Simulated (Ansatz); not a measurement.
InAs: pressure series

Take InAs in the zinc blende structure (space group F-43m, No. 216) as the base.

```
CELL_PARAMETERS angstrom
      0.00000     3.09331     3.09331
      3.09331     0.00000     3.09331
      3.09331     3.09331     0.00000
ATOMIC_POSITIONS crystal
  As 0.75000 0.75000 0.75000
  In 0.00000 0.00000 0.00000
```

Cell and atoms are relaxed at each pressure.

Method: PBE (Ansatz, a first-principles code, PAW, no spin-orbit coupling), earlier PAW set.

Notes on the quantities. enthalpy: H = E + PV relative to the base's energy.

```csv
change,lattice parameter a,enthalpy
base,6.187 Å,–
pressure −2 GPa,6.283 Å,-0.38 eV/atom
pressure −1 GPa,6.232 Å,-0.19 eV/atom
pressure 0.9 GPa,6.151 Å,+0.16 eV/atom
pressure 2.1 GPa,6.106 Å,+0.38 eV/atom
pressure 4.5 GPa,6.030 Å,+0.80 eV/atom
pressure 9 GPa,(withheld),+1.55 eV/atom
pressure 15 GPa,(withheld),+2.48 eV/atom
pressure 22.5 GPa,5.684 Å,+3.59 eV/atom
pressure 30 GPa,5.592 Å,+4.64 eV/atom
```

**Question.** Fill in the withheld entries from the trend.

**Answer.** 
- pressure 9 GPa, lattice parameter a: 5.915 Å
- pressure 15 GPa, lattice parameter a: 5.797 Å

The mesh was chosen for an insulator and is coarse for the gapless case. Load acts through the strain it causes; cell and atoms are relaxed under it. Stability against distortions was not tested. All final runs are without spin polarisation. Measured, InAs leaves this structure (for rock salt) near 7 GPa (temperature not stated; as listed in Datta, Sujoy, Jana, Debnarayan, arXiv (2020)).
